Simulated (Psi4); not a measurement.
Psi4 1.11, WB97X/def2-svp: Si(H)2(Me)(NHMe) (CN[SiH2]C), 13 atoms. The geometry is a generated start, not checked to be a minimum at this level.

```
Quantity                                                 Result
-------------------------------  ------------------------------
task                                                   gradient
method                                                    wb97x
basis                                                  def2-svp
memory                                                     7 GB
scf_type                                           df (default)
guess                            auto, which took SAD (default)
diis_max_vecs                                      10 (default)
scf_initial_accelerator                         adiis (default)
e_convergence                                   1e-08 (default)
d_convergence                                   1e-08 (default)
basis functions (reference run)                             105
grid points (reference run)                             2357200
```

```xyz
13

Si     0.6254    -0.6135     0.7660
C      1.6919     0.6200    -0.2027
N     -0.8504    -0.8294    -0.0967
C     -1.7139     0.2606    -0.4915
H      1.2094    -1.9550     0.7973
H      0.4775    -0.1000     2.1437
H      1.2332     1.6040    -0.2459
H      1.8552     0.2856    -1.2237
H      2.6647     0.7372     0.2655
H     -1.3802    -1.6604     0.1079
H     -2.2916     0.6695     0.3468
H     -1.1051     1.0588    -0.9083
H     -2.4161    -0.0773    -1.2585
```
Charge 0, spin multiplicity 1.

Yardstick: the run with dft_radial_points = 200, dft_spherical_points = 974, dft_pruning_scheme = none (default), which is not proven converged either. One run each, on a shared machine, so no times are given.

Settings tried, all else as in the reference:
- dft_radial_points = 99, dft_spherical_points = 590
- dft_radial_points = 75 (default), dft_spherical_points = 302 (default), dft_pruning_scheme = robust
- dft_radial_points = 35, dft_spherical_points = 110
- dft_radial_points = 75 (default), dft_spherical_points = 302 (default), dft_pruning_scheme = treutler
- dft_radial_points = 25, dft_spherical_points = 50
- dft_radial_points = 99, dft_spherical_points = 590, dft_pruning_scheme = robust
- dft_radial_points = 99, dft_spherical_points = 590, dft_pruning_scheme = treutler
- dft_radial_points = 150, dft_spherical_points = 770
- dft_radial_points = 75 (default), dft_spherical_points = 434
- dft_radial_points = 75 (default), dft_spherical_points = 302 (default)
- dft_radial_points = 50, dft_spherical_points = 194

**Question.** Which settings reproduce the reference to 10 meV/atom in energy, 100 meV/Å in forces (largest component)?

**Answer.** Within it: dft_radial_points = 75 (default), dft_spherical_points = 434; dft_radial_points = 75 (default), dft_spherical_points = 302 (default), dft_pruning_scheme = robust; dft_radial_points = 150, dft_spherical_points = 770; dft_radial_points = 75 (default), dft_spherical_points = 302 (default); dft_radial_points = 50, dft_spherical_points = 194; dft_radial_points = 99, dft_spherical_points = 590; dft_radial_points = 99, dft_spherical_points = 590, dft_pruning_scheme = robust; dft_radial_points = 99, dft_spherical_points = 590, dft_pruning_scheme = treutler; dft_radial_points = 75 (default), dft_spherical_points = 302 (default), dft_pruning_scheme = treutler; dft_radial_points = 35, dft_spherical_points = 110. Outside: dft_radial_points = 25, dft_spherical_points = 50.

| setting | grid points | energy against the reference | difference in forces (largest component) |
|---|---|---|---|
| the reference | 2357200 | — | — |
| dft_radial_points = 75 (default), dft_spherical_points = 434 | 399992 | +0.040 meV/atom | 4.8 meV/Å |
| dft_radial_points = 75 (default), dft_spherical_points = 302 (default), dft_pruning_scheme = robust | 191026 | +0.085 meV/atom | 4.9 meV/Å |
| dft_radial_points = 150, dft_spherical_points = 770 | 1406891 | −0.0015 meV/atom | 6.4 meV/Å |
| dft_radial_points = 75 (default), dft_spherical_points = 302 (default) | 278594 | +0.065 meV/atom | 6.4 meV/Å |
| dft_radial_points = 50, dft_spherical_points = 194 | 121231 | −0.78 meV/atom | 13 meV/Å |
| dft_radial_points = 99, dft_spherical_points = 590 | 713586 | −0.0093 meV/atom | 14 meV/Å |
| dft_radial_points = 99, dft_spherical_points = 590, dft_pruning_scheme = robust | 499578 | −0.010 meV/atom | 14 meV/Å |
| dft_radial_points = 99, dft_spherical_points = 590, dft_pruning_scheme = treutler | 371970 | +0.092 meV/atom | 29 meV/Å |
| dft_radial_points = 75 (default), dft_spherical_points = 302 (default), dft_pruning_scheme = treutler | 153274 | +0.15 meV/atom | 32 meV/Å |
| dft_radial_points = 35, dft_spherical_points = 110 | 48338 | −0.66 meV/atom | 61 meV/Å |
| dft_radial_points = 25, dft_spherical_points = 50 | 15762 | +9.3 meV/atom | 250 meV/Å |

Total energies are compared; such shifts often cancel in part in energy differences. The gradients leave out the derivatives of the grid weights. The tolerance is a choice made for this comparison.
